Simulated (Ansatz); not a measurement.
The reference is Mg in the diamond structure (space group Fd-3m, No. 227; a = 6.8704 Å; a hypothetical phase, not in the database extracts checked; relaxed with 0.1 eV smearing). Axes: x, y, z lie along the cube axes.

All numbers come from plane-wave PAW DFT at the PBE level (Ansatz, a program for electronic structure, 420 eV), no SOC.

It is then changed as follows: uniaxial strain ε_zz = +5.56 %, all other strain components held at zero, atoms relaxed at fixed cell.

Predict the stress tensor and what it implies for the stiffness.

Stress of the strained cell less that of the base (GPa, compression positive):
```
   -0.7     0.0     0.0
    0.0    -0.7     0.0
    0.0     0.0    -0.3
```

Then −Δσ_ii/ε with ε = 0.0556 gives secant stiffness values (nonlinear terms included at this strain): C33 ≈ 4.7 GPa, C13 ≈ 12 GPa and C23 ≈ 12 GPa.

An off-diagonal value above the diagonal one breaks a Born criterion: the base is elastically unstable at this level, or the strain is beyond its stable range.

No phonon test of stability was made.
